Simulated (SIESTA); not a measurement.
Troubleshooting SIESTA: a failed run on Zr5Sn (P-62m, 6 atoms in the cell). The aim is a self-consistent single point with DFT, LDA PW92, numerical atomic orbitals DZP, PseudoDojo LDA standard norm-conserving potentials (rewritten from UPF to PSML).

Cell that was meant: a = 5.5665 Å, b = 5.5665 Å, c = 5.1471 Å, α = 90.00°, β = 90.00°, γ = 120.00°.

Part of the input:

```
XC.authors                   PW92
PAO.BasisSize                DZP
PAO.EnergyShift              0.005 Ry
MeshCutoff                   350
%block kgrid.MonkhorstPack
    7   0   0  0.0
    0   7   0  0.0
```

Output, abridged:

```
reinit: Reading from file input.fdf

reinit: System Name: Zr5Sn
reinit: System Label: Zr5Sn

coor:   Atomic-coordinates input format  =     Cartesian coordinates
coor:                                          (in Angstroms)

siesta: Atomic coordinates (Bohr) and species
siesta:      5.25959   3.03662   0.00000  1        1
siesta:     -0.00001   6.07324   0.00000  1        2
siesta:     -1.69916   2.94303   4.86326  1        3
siesta:      3.39832   0.00000   4.86326  1        4
siesta:      3.56042   6.16683   4.86326  1        5
siesta:      0.00000   0.00000   0.00000  2        6

siesta: System type = bulk

initatomlists: Number of atoms, orbitals, and projectors:      6   113   108

siesta: ******************** Simulation parameters ****************************
redata: Spin configuration                          = none
redata: Time-Reversal Symmetry                      = T
redata: Number of Atomic Species                    =        2
ERROR

FDF module: fdf_physical:  no unit specified for MeshCutoff

     File: fdf.F90
     Line:  2144
Note: The following floating-point exceptions are signalling: IEEE_INVALID_FLAG IEEE_OVERFLOW_FLAG
STOP Stopping Program
```

Problem. Read the log: what does the program object to, and what is the fix?

Solution. The fault is an energy without its unit. The key takes a value and a unit. To fix it, add the unit. The program stopped before any SCF iteration.

An input that runs soundly differs in these lines (not the only fix; some lines may just follow from the change or write a value another way):
```diff
-MeshCutoff                   350
+MeshCutoff                   350 Ry
```

With that input, the run converged in 11 iterations: free energy E − TS -9032.9254 eV; Fermi level (on the code's own zero) -5.81 eV; pressure -6.44 GPa; largest force (vector length) 0.003 eV/Å (DFT, LDA PW92, numerical atomic orbitals DZP, PseudoDojo LDA standard norm-conserving potentials (rewritten from UPF to PSML)).

On the sound input: the starting cell comes from a database of computed structures (which also holds hypothetical and non-ambient phases and stackings), without a prior relaxation at this level. Values carry the incompleteness of an atom-centred basis. With a pressure of about -6 GPa the cell is away from its equilibrium volume at this level.
